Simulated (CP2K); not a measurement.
Band structure of CsCl (Pm-3m, 2 atoms in the cell).

```xyz
2
Lattice="4.1159 0.0000 0.0000 0.0000 4.1159 0.0000 0.0000 0.0000 4.1159" Properties=species:S:1:pos:R:3 pbc="T T T"
Cs     0.0000     0.0000     0.0000
Cl     2.0580     2.0580     2.0580
```

Method: PBE, GPW, DZVP-MOLOPT-SR-GTH basis, GTH-PBE potentials (GTH_POTENTIALS) (CP2K).

Settings: CUTOFF = 500 Ry; REL_CUTOFF = 50 Ry; SMEAR/METHOD = FERMI_DIRAC; ELECTRONIC_TEMPERATURE = 116.05 K; KPOINTS/SCHEME = MONKHORST-PACK 4 4 4; GAMMA_CENTERED = T; XC_FUNCTIONAL = PBE; Cs/BASIS_SET = DZVP-MOLOPT-SR-GTH; Cs/POTENTIAL = GTH-PBE-q9; Cl/BASIS_SET = DZVP-MOLOPT-SR-GTH; Cl/POTENTIAL = GTH-PBE-q7; METHOD = GPW; EPS_DEFAULT = 1e-11; EXTRAPOLATION = USE_GUESS.

The starting cell comes from a database of computed structures (which also holds hypothetical and non-ambient phases and stackings), without a prior relaxation at this level. Its lattice was rescaled by a random factor within 2.5 % of one. Values carry the incompleteness of an atom-centred basis.

Task: Predict the gap along the standard path and the places of the band edges.

Result: The gap along the path is 5.26 eV, direct at Γ to within 0.01 eV.

Levels in eV from the top of the valence band on the SCF mesh, bands 5 to 9:
| point | 5 | 6 | 7 | 8 | 9 |
|---|---|---|---|---|---|
| Γ | -6.05 | 0.00 | 0.00 | 0.00 | 5.26 |
| X | -5.91 | -1.20 | -0.25 | -0.25 | 6.86 |
| M | -5.82 | -0.44 | -0.44 | -0.05 | 7.25 |
| R | -6.59 | -1.12 | -1.12 | -1.12 | 8.99 |

Higher empty bands are left out: an atom-centred basis made for the valence describes them poorly.
